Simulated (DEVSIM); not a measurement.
System: Schottky contact on n-type Ge, at 300 K.

Layer 1 from the left is Ge, thickness (μm) 0.420, Nd (cm⁻³) 3.5e15, τn (s) 7.5e-7, τp (s) 7.5e-7.

Left contact: Schottky, work function 4.24 eV, emission velocity 3.1e6 cm/s. Right contact: ohmic. Voltage is applied to the left contact. Recombination: SRH at mid-gap, radiative, Auger. Mobility is constant in doping.

Constants are typed, rounded textbook-type inputs, not results; the design itself was drawn at random and stands for no fabricated device. Values at 300 K.

Ge: gap (eV) 0.664, affinity (eV) 4, permittivity 16, Nc (cm⁻³) 1.04e19, Nv (cm⁻³) 6e18, μn (cm²/Vs) 3900, μp (cm²/Vs) 1900, B (cm³/s) 6.4e-14, Cn (cm⁶/s) 1e-31, Cp (cm⁶/s) 1e-31.

DEVSIM, 1D drift-diffusion, Boltzmann statistics, complete ionisation; no tunnelling, impact ionisation, image-force lowering or self-heating. Metal contacts follow the ideal Schottky-Mott rule: no Fermi-level pinning, no interface dipoles.

Q: What does the simulation give for the largest field in the device at zero bias, the potential step across the device at zero bias?

A: largest field in the device at zero bias 3400 V/cm; potential step across the device at zero bias 0.033 V.
